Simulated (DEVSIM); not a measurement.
Structure: CdS/CdTe n-p heterojunction, at 250 K.

Layer 1 from the left is CdS, thickness (μm) 0.920, Nd (cm⁻³) 1.2e16, τn (s) 1.8e-8, τp (s) 5.4e-9. Layer 2 from the left is CdTe, thickness (μm) 1.60, Na (cm⁻³) 6.9e17, τn (s) 1.8e-8, τp (s) 1.8e-8.

Left contact: ohmic. Right contact: ohmic. Voltage is applied to the left contact. Recombination: SRH at mid-gap, radiative. Mobility is constant in doping.

Constants are typed, rounded textbook-type inputs, not results; the design itself was drawn at random and stands for no fabricated device. Values at 300 K; Nc and Nv go as T^1.5, mobilities as T to minus their exponent, the gap by Varshni's rule with the affinity fixed.

CdS: gap (eV) 2.4, affinity (eV) 4.3, permittivity 9, Nc (cm⁻³) 2.2e18, Nv (cm⁻³) 1.8e19, μn (cm²/Vs) 300, μp (cm²/Vs) 25, T exponent of μn 1.5, T exponent of μp 1.5, B (cm³/s) 1e-10, Varshni α (eV/K) 0.00039, Varshni β (K) 103. CdTe: gap (eV) 1.5, affinity (eV) 4.28, permittivity 10.2, Nc (cm⁻³) 8e17, Nv (cm⁻³) 1.8e19, μn (cm²/Vs) 1000, μp (cm²/Vs) 80, T exponent of μn 1.7, T exponent of μp 1.5, B (cm³/s) 1e-10, Varshni α (eV/K) 0.00031, Varshni β (K) 108.

DEVSIM, 1D drift-diffusion, Boltzmann statistics, complete ionisation; no tunnelling, impact ionisation, image-force lowering or self-heating. Band offsets follow the typed affinities; no thermionic-emission limit at abrupt steps, no polarisation charge.

What does the simulation give for the dark forward voltage at 100 A/cm², the dark forward voltage at 1 A/cm², the potential step across the device at zero bias?

dark forward voltage at 100 A/cm² 1.350 V; dark forward voltage at 1 A/cm² 1.238 V; potential step across the device at zero bias 1.324 V.
